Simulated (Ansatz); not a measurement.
An Ansatz (an electronic-structure program) input (DFT with PBEsol, PAW potentials and a 420 eV plane-wave cutoff in Ansatz, without spin-orbit coupling):

Ansatz 0.2 input:
```yaml
crystal:
  lattice:
    - [3.5493385247, 0, 0]
    - [-1.7746692624, 3.073817329, 0]
    - [0, 0, 12.4230978521]
  atoms:
    - { symbol: Zr, position: [0.3333333333, 0.6666666667, 0.3934805487] }
    - { symbol: Zr, position: [0.6666666667, 0.3333333333, 0.6065194513] }
    - { symbol: Zr, position: [0.6666666667, 0.3333333333, 0.8934805487] }
    - { symbol: Zr, position: [0.3333333333, 0.6666666667, 0.1065194513] }
    - { symbol: B, position: [0, 0, 0.5] }
    - { symbol: B, position: [0, 0, 0] }
    - { symbol: S, position: [0.6666666667, 0.3333333333, 0.25] }
    - { symbol: S, position: [0.3333333333, 0.6666666667, 0.75] }
basis: { ecutwfc: 420, ecutrho_ratio: 4, xc_grid: 2, fft_grid_basis: typed }
kpoints: { mp_grid: { grid: [15, 15, 4] } }
hamiltonian:
  xc: pbesol
  dispersion: none
  pseudopotentials: { kind: paw }
scf: { occupations: { method: fermi_dirac, width: 0.05 }, convergence: { dr2_threshold: 0.0000000008 } }
relax: { f_tol: 0.005, max_steps: 50 }
output: { forces: true, stress: true }
checkpoint: { write: state.ck, write_every: 1000 }
```

Question: Which symmetry and how many k-points will the program report, and about how many plane waves at Γ?

Answer: Space group P63/mmc (ITA 194) with 24 operations, k-points 81 of 900, and 2603 plane waves at Γ.

Question: And the final pressure?

Answer: -7.88 GPa (compression positive).

The cells carry an imposed strain or load. Stability against distortions was not tested. The final runs are not spin-polarised. The cell was made from Zr2BS (space group P6_3/mmc, No. 194; a hypothetical phase, not in the database extracts checked) by this change: isotropic strain +1.95 %.
